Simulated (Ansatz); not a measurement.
Structures of equal composition on the (111) surface of fcc Ag: a layer of Co in place of the second plane; a layer of Co in place of the third plane. The slabs share one bottom face, and each structure is named by its start. These are constructed structures in small cells; real faces may alloy, dewet or reconstruct in larger ones, and not all known structures of the face are among them. Slabs of about 12 Å, Fermi-Dirac smearing of 0.1 eV. Bottom of the slabs: a bare face, its two planes held. Relaxed from the named starts with such symmetry as they have, on meshes of like density; energies extrapolated to zero smearing; spin only where a row says so; no spin-orbit coupling, no U. Brackets mark spin-polarised runs, whose order is one that fits the cell.

Computed with PBE (plane waves to 420 eV, PAW; Ansatz, a quantum-chemistry and plane-wave program).

**Question.** Rank these by energy per 1x1 cell (lowest first), as PBE gives it.

**Answer.** a layer of Co in place of the third plane (0.000 eV [spin, 1.8 μB a cell]), a layer of Co in place of the second plane (0.039 eV [spin, 1.8 μB a cell])
